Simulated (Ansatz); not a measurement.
**HfC (model structure, started from the NbAs type, I4₁md, No. 109, 4 atoms in the cell): c axis length by level of theory**

No measured value is used here.

```csv
level (code),value (Å)
LDA (Ansatz),11.186
PBE (Ansatz),___
PBEsol (Ansatz),11.276
PBE-D3(BJ) (Ansatz),11.296
r²SCAN (Ansatz),___
r²SCAN+rVV10 (Ansatz),11.287
```

Complete the blanks.


- PBE (Ansatz, a first-principles code), value (Å): 11.379
- r²SCAN (Ansatz), value (Å): 11.312

Density-functional levels without +SOC have no spin–orbit coupling. Cutoffs differ between the levels. Ansatz's density-functional and Hartree–Fock values are scalar-relativistic unless marked +SOC, with PAW data made under PBE.

A model structure was made by putting elements into a prototype or built by hand; it is no filed structure, need not be a known phase, and can be a saddle point held by its symmetry.
